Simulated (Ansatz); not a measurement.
Response to strain in PbTe

Consider PbTe in the rock salt structure (space group Fm-3m, No. 225; a = 6.534 Å).

Strains are applied to the cell and any free atomic positions relax.

Calculations: r2SCAN (Ansatz, a program for electronic structure), without spin-orbit coupling.

Notes on the quantities. energy relative to the base: free energy F.

| isotropic strain (%) | energy relative to the base (meV/atom) |
|---|---|
| 0 | 0.0 |
| 0.5 | 1.0 |
| 1 | 4.0 |
| 1.5 | ? |
| 2 | 15.4 |
| 2.5 | 23.6 |
| 3 | 33.5 |

**Question.** Fit ΔE = Aε² + Bε³ (ε in %) to the rows shown and predict the withheld row.

**Answer.** Least squares on the printed values gives A = 4.10 and B = -0.12 meV/atom (largest residual 0.0 meV/atom); this predicts 8.8 meV/atom, and the run gives 8.8 meV/atom, in agreement.

Stability against distortions was not tested.
